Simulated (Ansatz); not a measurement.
**Hypothetical P6_3/mmc SiS2: pressure series**

The reference is SiS2 in the 2H-MoS2 type structure (space group P6_3/mmc, No. 194; a hypothetical phase, not in the database extracts checked; layered, stacked along the Cartesian z axis).

```yaml
crystal:
  lattice:
    - [3.22413, 0.00000, 0.00000]
    - [-1.61206, 2.79218, 0.00000]
    - [0.00000, 0.00000, 12.15322]
  atoms:
    - { symbol: Si, position: [0.33333, 0.66667, 0.25000] }
    - { symbol: Si, position: [0.66667, 0.33333, 0.75000] }
    - { symbol: S, position: [0.33333, 0.66667, 0.63082] }
    - { symbol: S, position: [0.66667, 0.33333, 0.13082] }
    - { symbol: S, position: [0.66667, 0.33333, 0.36918] }
    - { symbol: S, position: [0.33333, 0.66667, 0.86918] }
```

Cell and atoms are relaxed at each pressure.

All numbers come from r2SCAN+rVV10 (Ansatz, a first-principles code), without spin-orbit coupling.

| variant | volume per atom | band gap |
|---|---|---|
| base | 18.23 Å³ | zero |
| pressure −1 GPa | 19.03 Å³ | 0.13 eV |
| pressure 0.9 GPa | 17.78 Å³ | zero |
| pressure 2.1 GPa | 17.33 Å³ | zero |
| pressure 4.5 GPa | 16.66 Å³ | zero |
| pressure 9 GPa | 15.78 Å³ | zero |
| pressure 15 GPa | 14.93 Å³ | zero |
| pressure 22.5 GPa | 14.11 Å³ | zero |
| pressure 30 GPa | 13.47 Å³ | zero |

Load acts through the strain it causes; cell and atoms are relaxed under it. Whether these cells are dynamically stable was not tested. No other phases were tried under pressure. All final runs are without spin polarisation. Gaps under 0.05 eV, about the width of the smearing, are given as zero. A zero or small gap of SiS2 can be the functional's error rather than a property of the material.
